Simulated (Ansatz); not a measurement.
Consider interstitial Cu in bixbyite In2O3, charge state +1. The step: one Cu atom jumps by itself; the atom moves 1.89 Å along (0.13, 0.00, 0.13) of the unit cell; the moving atom starts with neighbours In at 2.41; O at 1.88, O at 1.90, O at 2.11 Å and ends with In at 2.41; O at 1.88, O at 1.90, O at 2.11 Å. A PBE band in Ansatz (plane-wave PAW, one k-point at (0.250, 0.250, 0.250), 80 host sites, 63 SCF runs with any check of the saddle's order, static, no finite-size correction) gives a forward barrier of 0.27 eV. The saddle point's order was not checked. The charge state is imposed; whether it is stable for some Fermi level was not computed. Sites that were not tried may lie lower.

Single points at the band's start and saddle point can refine it. Rough cost of one point, in units of the band's mean SCF on the same machine:

```csv
Level,Cost of one point
"PBE, a 2×2×2 k-point mesh shifted by half a step",about 5
"r2SCAN at 500 eV, one k-point at (0.250, 0.250, 0.250)",about 3
```

Q: Which of these move the barrier by more than 0.1 eV, and how far does each move it?

A: Not one does. PBE, a 2×2×2 k-point mesh shifted by half a step: -0.01 eV; r2SCAN at 500 eV, one k-point at (0.250, 0.250, 0.250): +0.08 eV. Each functional is compared with PBE at the same k-points.

Ansatz is an electronic-structure program.
